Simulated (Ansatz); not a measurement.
Defect migration in monoclinic HfO2: interstitial Lu, charge state +3. Level of theory: PBE, PAW (plane waves to 420 eV; Ansatz, a first-principles code).

Cell of 96 host sites held at the relaxed PBE lattice; the Γ point alone; Fermi-Dirac width 0.01 eV, spin-restricted; finite-size errors left in. No zero-point or tunnelling terms. Spin-orbit coupling is left out. The charge state is imposed; whether it is stable for some Fermi level was not computed. Sites that were not tried may lie lower.

Barriers: single points on a 2×2×2 k-point mesh shifted by half a step at the bands' geometries.

The step: several atoms move together, Lu the farthest; the atom moves 3.46 Å along (0.00, 0.42, -0.50) of the unit cell; the moving atom starts with neighbours O at 2.06, O at 2.08, O at 2.16, O at 2.19, O at 2.24, O at 2.40, O at 2.59 Å and ends with O at 2.06, O at 2.08, O at 2.16, O at 2.19, O at 2.24, O at 2.40, O at 2.59 Å.

Question: Estimate the migration barrier of this step that PBE, PAW returns for this input.

Answer: 4.09 eV, the same both ways. At the saddle the moving atom has neighbours O at 1.93, O at 2.02, O at 2.04, O at 2.06 Å. The saddle point's order was not checked.
